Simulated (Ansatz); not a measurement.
## A computed series for NbP: pressure series

Base system: NbP (space group I4_1md, No. 109; a = 3.3471 Å, c = 11.4268 Å).

Cell and atoms are relaxed at each pressure.

Level of theory: PBE (Ansatz, a program for electronic structure; PAW; 420 eV plane waves; no SOC).

Notes on the quantities. enthalpy: H = E + PV relative to the base's energy.

```csv
variant,lattice parameter a,enthalpy,c/a ratio
base,3.347 Å,–,3.414
pressure 3 GPa,3.333 Å,+0.30 eV/atom,3.405
pressure 7 GPa,3.315 Å,+0.69 eV/atom,3.393
pressure 15 GPa,3.284 Å,+1.44 eV/atom,3.370
pressure 30 GPa,(withheld),+2.80 eV/atom,(withheld)
pressure 50 GPa,3.189 Å,+4.51 eV/atom,3.284
pressure 75 GPa,3.141 Å,+6.53 eV/atom,3.232
pressure 100 GPa,3.103 Å,+8.43 eV/atom,3.185
```

Q: What belongs in the blanks?

A: 
- pressure 30 GPa, lattice parameter a: 3.238 Å
- pressure 30 GPa, c/a ratio: 3.331

Load acts through the strain it causes; cell and atoms are relaxed under it. Whether these cells are dynamically stable was not tested. Competing high-pressure phases were not computed. All final runs are without spin polarisation.
